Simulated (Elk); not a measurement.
Elk is run on Re (P6_3/mmc, 2 atoms in the cell), and the run fails. The aim is a self-consistent single point with DFT, PBE, all-electron FP-LAPW, Elk's shipped species files, LAPW+lo basis.

Cell that was meant: a = 2.7653 Å, b = 2.7653 Å, c = 4.4736 Å, α = 90.00°, β = 90.00°, γ = 120.00°.

Part of the input:

```
ngridk
  10 10 6

vkloff
  1.0 1.0 1.0
```

Output, abridged:

```
│ Elk code version 10.2.4 started │

Error(readinput): vkloff components should be in [0,1) :    1.000000000       1.000000000       1.000000000
```

Problem. Read the log: what does the program object to, and what is the fix?

Solution. The fault is a mesh shift typed as a flag of 1. The shift is counted in steps of the mesh here, so half a step is 0.5; the flag 1 belongs to another code's convention. To fix it, type 0.5 for half a step, or no shift. The program stopped before any SCF iteration.

The sound input it was made from differs as follows (other fixes are possible):
```diff
-vkloff
-  1.0 1.0 1.0
-
```

With that input, the run converged in 16 iterations: total energy -909846.5363 eV; Fermi level (on the code's own zero) 15.39 eV (DFT, PBE, all-electron FP-LAPW, Elk's shipped species files, LAPW+lo basis).

On the sound input: the starting cell comes from a database of computed structures (which also holds hypothetical and non-ambient phases and stackings), without a prior relaxation at this level. Spin polarisation is off. Values depend on the basis (sphere radii, cutoffs, local orbitals), which need not be converged.
